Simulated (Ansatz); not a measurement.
**What uniaxial strain ε_zz = −2.50 % does to Pd**

Start from Pd in the fcc (Cu type) structure (space group Fm-3m, No. 225; a = 3.910 Å; relaxed with 0.1 eV smearing). Axes: x, y, z lie along the cube axes.

One thing is altered: the cell is compressed by 2.50 % along z with no lateral relaxation; the atoms relax in the strained cell.

The values are results of Kohn–Sham DFT with the r2SCAN functional, run in Ansatz (a first-principles code) with PAW and 500 eV plane waves, spin-orbit coupling left out, not measurements. Settings: 29×29×29 k-points, 0.1 eV Fermi–Dirac smearing.

```json
[
 {"quantity": "volume per atom", "base": "14.95 Å³", "changed": "14.57 Å³", "shift": "-0.374 Å³"},
 {"quantity": "space group", "base": "Fm-3m (No. 225)", "changed": "I4/mmm (No. 139)", "shift": "–"},
 {"quantity": "shortest interatomic distance", "base": "2.765 Å", "changed": "2.731 Å", "shift": "-0.034 Å"},
 {"quantity": "energy relative to the base (free energy F)", "base": "0 meV/atom", "changed": "+6.6 meV/atom", "shift": "+6.6 meV/atom"},
 {"quantity": "pressure (mean of the normal stresses, compression positive)", "base": "0.0 GPa", "changed": "5.0 GPa", "shift": "+5.0 GPa"},
 {"quantity": "band gap", "base": "zero", "changed": "zero", "shift": "–"},
 {"quantity": "stress (xx, yy, zz, yz, xz, xy; compression positive)", "base": "–", "changed": "(4.6, 4.6, 5.8, 0.0, 0.0, 0.0) GPa", "shift": "–"}
]
```

Cost of the whole job for the changed cell (relaxation, final SCF and bands): roughly 110 core-seconds.

No phonon test of stability was made. The final runs are not spin-polarised. Pd has a high density of states at the Fermi level and may be magnetic at this level.
